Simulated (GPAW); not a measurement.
Band structure of CaO (Fm-3m, 2 atoms in the cell).

```yaml
crystal:
  lattice:
    - [0.00000, 2.40500, 2.40500]
    - [2.40500, 0.00000, 2.40500]
    - [2.40500, 2.40500, 0.00000]
  atoms:
    - { symbol: Ca, position: [0.00000, 0.00000, 0.00000] }
    - { symbol: O, position: [0.50000, 0.50000, 0.50000] }
```

Method: PBE, GPAW PAW datasets PBE (gpaw-data 1.0.1) (plane waves; GPAW).

Settings: mode = pw; ecut = 950 eV; xc = PBE; kpts = 12 12 12; mesh shift (steps) = 0 0 0; occupations.name = fermi-dirac; occupations.width = 0.05 eV; nbands = -8; convergence.forces = 0.001 eV/Å; convergence.bands = -6; symmetry.symmorphic = false; symmetry.tolerance = 0.0005; maxiter = 100; bandpath_npoints = 40.

The starting cell has typed, rounded lattice constants, without a prior relaxation at this level.

Question: Predict the gap along the standard path and the places of the band edges.

Answer: The gap along the path is 3.69 eV, from Γ to X; the smallest direct gap on it is 4.07 eV.

Levels in eV from the top of the valence band on the SCF mesh, bands 5 to 12:
```json
[
 {"point": "Γ", "5": "-15.48", "6": "0.00", "7": "0.00", "8": "0.00", "9": "4.72", "10": "6.23", "11": "6.23", "12": "6.23"},
 {"point": "X", "5": "-15.24", "6": "-1.31", "7": "-0.38", "8": "-0.38", "9": "3.69", "10": "8.01", "11": "8.83", "12": "9.45"},
 {"point": "W", "5": "-14.86", "6": "-1.26", "7": "-1.06", "8": "-1.06", "9": "6.32", "10": "6.32", "11": "8.34", "12": "9.46"},
 {"point": "K", "5": "-14.88", "6": "-1.32", "7": "-1.21", "8": "-0.77", "9": "5.16", "10": "7.97", "11": "8.51", "12": "8.98"},
 {"point": "L", "5": "-14.31", "6": "-2.61", "7": "-1.17", "8": "-1.17", "9": "7.04", "10": "8.31", "11": "8.31", "12": "8.47"},
 {"point": "U", "5": "-14.88", "6": "-1.32", "7": "-1.21", "8": "-0.77", "9": "5.16", "10": "7.97", "11": "8.51", "12": "8.98"}
]
```
